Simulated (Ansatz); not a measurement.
**GaSb: x(P) = 0.333, 6 atoms, P3m1**

The reference is GaSb in the zinc blende structure (space group F-43m, No. 216; a = 6.132 Å).

The other end (x = 1) is GaP in the zinc blende structure (space group F-43m, No. 216): 20.25 Å³/atom, gap 1.85 eV.

One thing is altered: a fraction x = 0.333 of the Sb sites is given to P, ordered in a cell of 6 atoms (starting symmetry P3m1) and fully relaxed.

Method: Kohn–Sham DFT with the r2SCAN functional, run in Ansatz (a quantum-chemistry and plane-wave program) with PAW and 500 eV plane waves, no spin-orbit coupling. Settings: 13×13×5 k-points, 0.05 eV Fermi–Dirac smearing, for the changed cell.

The shortest interatomic distance shrinks by 0.294 Å (2.655 Å → 2.361 Å) and the band gap goes from 0.41 eV to zero. The mixing energy comes out as +0.08 eV/atom (to 0.01 eV only: unlike meshes or grids) and the deviation of the volume from the linear (Vegard-type) interpolation is -0.3 %. The mean first-shell distances amounts to Sb–Ga 2.610 Å (end compound 2.655 Å), P–Ga 2.473 Å (end compound 2.361 Å).

Final structure:

```
CELL_PARAMETERS angstrom
      4.18272     0.00000     0.00000
     -2.09136     3.62235     0.00000
      0.00000     0.00000    10.25624
ATOMIC_POSITIONS crystal
  Sb 0.00000 0.00000 0.74189
  P  0.33333 0.66667 0.41796
  Sb 0.66667 0.33333 0.09201
  Ga 0.00000 0.00000 0.99897
  Ga 0.33333 0.66667 0.64816
  Ga 0.66667 0.33333 0.35101
```

Each cell is one ordered arrangement of few atoms, which overstates ordering effects compared with a random alloy. Spin-orbit coupling, missing from the scalar runs, can matter with Sb. No phonon test of stability was made. All final runs are without spin polarisation. A zero or small gap of Ga3Sb2P can be the functional's error rather than a property of the material.
